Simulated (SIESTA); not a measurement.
Band structure of Li3Mg (I4/mmm, 4 atoms in the cell).

```xyz
4
Lattice="-2.1579 2.1579 4.2782 2.1579 -2.1579 4.2782 2.1579 2.1579 -4.2782" Properties=species:S:1:pos:R:3 pbc="T T T"
Li     0.0000     0.0000     4.2782
Li     2.1579     0.0000     2.1391
Li     0.0000     2.1579     2.1391
Mg     0.0000     0.0000     0.0000
```

Method of the run: GGA PBEsol, numerical atomic orbitals DZP, PseudoDojo PBEsol standard norm-conserving potentials (rewritten from UPF to PSML) run with SIESTA.

Settings: XC.functional = GGA; XC.authors = PBEsol; potentials = PseudoDojo PBEsol standard; PAO.BasisSize = DZP; PAO.EnergyShift = 0.01 Ry; MeshCutoff = 350 Ry; kgrid.MonkhorstPack = 11 11 11; OccupationFunction = FD; ElectronicTemperature = 50 meV; PAO.Polarization.NonPerturbative = true; MaxSCFIterations = 150; SCF.Mixer.Method = Pulay; SCF.Mixer.Weight = 0.2; SCF.Mixer.History = 8.

The starting cell comes from a database of computed structures (which also holds hypothetical and non-ambient phases and stackings), without a prior relaxation at this level. Values carry the incompleteness of an atom-centred basis.

Levels in eV from the Fermi level, bands 7 to 12:
| point | 7 | 8 | 9 | 10 | 11 | 12 |
|---|---|---|---|---|---|---|
| Γ | -43.35 | -4.86 | 1.31 | 3.11 | 3.11 | 3.25 |
| X | -43.36 | -1.89 | -1.11 | -0.56 | -0.27 | 1.53 |
| Y | -43.36 | -2.14 | -0.90 | -0.90 | -0.86 | 2.85 |
| S | -43.36 | -3.01 | -1.66 | -1.58 | 2.24 | 4.45 |
| Z | -43.37 | -3.69 | -2.45 | 1.13 | 1.13 | 4.24 |
| S1 | -43.36 | -3.01 | -1.66 | -1.58 | 2.24 | 4.45 |
| N | -43.35 | -3.23 | -2.13 | 0.82 | 0.89 | 3.67 |
| P | -43.36 | -1.78 | -0.87 | -0.87 | -0.68 | 2.63 |
| Y1 | -43.36 | -2.14 | -0.90 | -0.90 | -0.86 | 2.85 |

Bands cross the Fermi level along this path, so the cell is metallic at this level.

Higher empty bands are left out: an atom-centred basis made for the valence describes them poorly.
